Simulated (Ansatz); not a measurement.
# Pressure series in CuI

The reference is CuI (space group P4/nmm, No. 129; a = 4.054 Å, c = 6.350 Å; a cell from a computed database, its experimental status unchecked; layered, stacked along the Cartesian z axis).

Cell and atoms are relaxed at each pressure.

Calculations: r2SCAN+rVV10/PAW in Ansatz (a quantum-chemistry and plane-wave program), no spin-orbit coupling, earlier PAW set.

Computed cases, in order: pressure −1 GPa; 0 GPa (base); pressure 0.3 GPa; pressure 0.7 GPa; pressure 1.5 GPa; pressure 3 GPa; pressure 5 GPa; pressure 7.5 GPa; pressure 10 GPa.

Task: Between which two neighbouring cases does the gap turn between direct and indirect?

Result: Between pressure 7.5 GPa (2.09 eV, direct at Γ) and pressure 10 GPa (2.08 eV, indirect, Γ → M). The whole series: pressure −1 GPa: 2.02 eV, direct at Γ; 0 GPa (base): 2.01 eV, direct at Γ; pressure 0.3 GPa: 2.01 eV, direct at Γ; pressure 0.7 GPa: 2.02 eV, direct at Γ; pressure 1.5 GPa: 2.02 eV, direct at Γ; pressure 3 GPa: 2.04 eV, direct at Γ; pressure 5 GPa: 2.06 eV, direct at Γ; pressure 7.5 GPa: 2.09 eV, direct at Γ; pressure 10 GPa: 2.08 eV, indirect, Γ → M.

Spin-orbit coupling, missing from the scalar runs, can matter with I. Load acts through the strain it causes; cell and atoms are relaxed under it. Stability against distortions was not tested. Competing high-pressure phases were not computed. All final runs are without spin polarisation. This is not the structure that CuI has at room temperature and ambient pressure.
